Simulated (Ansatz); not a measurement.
Relaxation of the outer planes of the (111) surface of fcc Pt in its 1x1 cell, outermost plane spacing 2.29 Å in the ideal cut.

The numbers are results of PBE (plane waves to 420 eV, PAW; Ansatz, a program for electronic structure), not measurements.

Slab: 8 atoms, 16.0 Å thick at the start; k 15x15x1, smearing 0.1 eV, dipole-corrected; all atoms relaxed; start symmetry kept, larger cells not searched; no spin, no spin-orbit, no U.

```
plane  atoms  bulk spacing to the next (Å)  relaxed spacing (Å)  change (%)  rumpling (Å)
-----  -----  ----------------------------  -------------------  ----------  ------------
1         Pt                         2.292                  [?]         [?]          0.00
2         Pt                         2.292                2.284        -0.4          0.00
```

### Question
Some entries are withheld; supply them.

### Answer

- 1, relaxed spacing (Å): 2.312
- 1, change (%): 0.9
